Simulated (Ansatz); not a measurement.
Defect migration in fcc Al: Si-vacancy pair (Si on one host Al site, one Al site vacant), neutral cell. The step: Si and the vacancy change places (Si-vacancy distance between ideal sites 2.86 Å throughout); the atom moves 2.81 Å along (0.00, 0.49, 0.49) of the unit cell; the moving atom starts with neighbours 4 Al at 2.79, 2 Al at 2.85, 5 Al at 2.86 Å and ends with 4 Al at 2.79, 2 Al at 2.85, 5 Al at 2.86 Å. A PBE band in Ansatz (plane-wave PAW, a 4×4×4 k-point mesh shifted by half a step, 32 host sites, 13 SCF runs with any check of the saddle's order, static, no finite-size correction) gives a forward barrier of 0.52 eV. The saddle point's order was not checked, and it lies on a symmetry element of the cell, where a band can be held. Forms of the defect that were not tried may lie lower. The order of the sites in energy changes with the mesh.

Single points at the band's start and saddle point can refine it. Rough cost of one point, in units of the band's mean SCF on the same machine:

```tsv
Level	Cost of one point
PBE, a 6×6×6 k-point mesh shifted by half a step	about 3
r2SCAN at 500 eV, a 4×4×4 k-point mesh shifted by half a step	under 2
```

**Question.** Which of these move the barrier by more than 0.1 eV, and how far does each move it?

**Answer.** Not one does. PBE, a 6×6×6 k-point mesh shifted by half a step: -0.02 eV; r2SCAN at 500 eV, a 4×4×4 k-point mesh shifted by half a step: +0.03 eV. Each functional is compared with PBE at the same k-points.

Ansatz is a first-principles code.
